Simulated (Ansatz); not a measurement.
The reference is PbS in the rock salt structure (space group Fm-3m, No. 225; a = 5.9027 Å).

Level of theory: PBEsol in Ansatz (plane waves to 420 eV, PAW, scalar-relativistic without spin-orbit coupling).

Before the change:

The valley order comes out as L along ⟨111⟩ 0.19 eV; a point along ⟨110⟩, about 0.7 Å⁻¹ from Γ 1.14 eV. The hole mass is 0.076 mₑ along k, 0.11 mₑ across (at L). The width of the top valence band comes out as 3.58 eV.

One thing is altered: the cell is scaled by 1.0050 in all directions, atoms relaxed at fixed cell.

Task: What does the calculation give for the energy relative to the base after the change?

Result: The energy rises by 1.1 meV/atom.

Task: Estimate the effect on the valley order.

Result: The valley order (the lowest conduction-band minima on the path, energy above the VBM, named in the base's zone) goes from L along ⟨111⟩ 0.19 eV; a point along ⟨110⟩, about 0.7 Å⁻¹ from Γ 1.14 eV to L along ⟨111⟩ 0.25 eV; a point along ⟨110⟩, about 0.7 Å⁻¹ from Γ 1.18 eV.

Task: Estimate the effect on the hole mass.

Result: The hole mass goes from 0.076 mₑ along k, 0.11 mₑ across (at L) to 0.098 mₑ along k, 0.11 mₑ across (at L).

Task: What does the calculation give for the width of the top valence band after the change?

Result: The width of the top valence band falls by 0.117 eV, from 3.58 eV to 3.47 eV.

With Pb present, leaving out spin-orbit coupling can change the band edges. The levels and masses belong to the bands next to the band gap. The cells carry an imposed strain or load. Effective masses come from finite differences of ±0.01 Å⁻¹. Along k means along the line from Γ to the band edge. No phonon test of stability was made.

Ansatz is a program for electronic structure.
